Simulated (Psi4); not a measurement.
Psi4 1.11, B3LYP/def2-svp: V(O)(OH)2(Me) ([CH3][V](=[O])([OH])[OH]), 10 atoms. The geometry is a generated start, not checked to be a minimum at this level.

task: energy
method: b3lyp
basis: def2-svp
memory: 3 GB
maxiter: 100
keys of the molecule block: symmetry c1
scf_type: df (default)
e_convergence: 1e-06 (default)
d_convergence: 1e-06 (default)
dft_radial_points: 75 (default)
dft_spherical_points: 302 (default)
basis functions: 112
grid points: 216233

```xyz
10

V      0.6154     0.5518    -0.0791
O      1.6451    -0.1639    -0.9321
O      0.9662     0.5251     1.4841
H      1.3803     0.4072     2.3396
O     -0.3103     1.5672    -0.9004
H     -0.7483     2.1595    -1.5129
C     -0.7085    -1.0506    -0.0994
H     -0.4940    -1.7100    -0.9398
H     -1.7281    -0.6685    -0.1888
H     -0.6177    -1.6178     0.8288
```

Charge 0 and multiplicity 1 are set for this test and not shown to be the ground state.

With the defaults (diis = true, scf_initial_accelerator = adiis, damping_percentage = 0, diis_max_vecs = 10, guess = auto, which took SAD, soscf = false, soscf_start_convergence = 0.01, level_shift = 0, level_shift_cutoff = 0.01, diis_start = 1) it converges in 11 SCF iterations. One run each on 2 threads, with these changes:
- soscf = true, soscf_start_convergence = 0.1
- diis_max_vecs = 20
- level_shift = 0.1, level_shift_cutoff = 0.001
- guess = gwh
- diis = false, scf_initial_accelerator = none, damping_percentage = 60
- soscf = true, soscf_start_convergence = 0.001
- diis_max_vecs = 3
- diis_start = 4
- scf_initial_accelerator = none

Question: Name the settings that don't reach the solution of the defaults.

Answer: No convergence: diis = false, scf_initial_accelerator = none, damping_percentage = 60 (the run ends without SCF convergence in 100 iterations). The rest reach the solution of the defaults.

```json
[
 {"setting": "soscf = true, soscf_start_convergence = 0.1", "SCF iterations": "8", "JK calls": "34", "end": "same solution"},
 {"setting": "soscf = true, soscf_start_convergence = 0.001", "SCF iterations": "9", "JK calls": "20", "end": "same solution"},
 {"setting": "the defaults", "SCF iterations": "11", "JK calls": "12", "end": "same solution"},
 {"setting": "diis_max_vecs = 20", "SCF iterations": "11", "JK calls": "12", "end": "same solution"},
 {"setting": "level_shift = 0.1, level_shift_cutoff = 0.001", "SCF iterations": "11", "JK calls": "12", "end": "same solution"},
 {"setting": "scf_initial_accelerator = none", "SCF iterations": "11", "JK calls": "12", "end": "same solution"},
 {"setting": "guess = gwh", "SCF iterations": "16", "JK calls": "16", "end": "same solution"},
 {"setting": "diis_start = 4", "SCF iterations": "19", "JK calls": "20", "end": "same solution"},
 {"setting": "diis_max_vecs = 3", "SCF iterations": "61", "JK calls": "62", "end": "same solution"},
 {"setting": "diis = false, scf_initial_accelerator = none, damping_percentage = 60", "SCF iterations": "100", "JK calls": "101", "end": "no convergence"}
]
```

An SOSCF iteration holds several JK calls; a Hückel guess adds calls on atoms. 1 further run of the study ended by our limits or in an error and is left out.
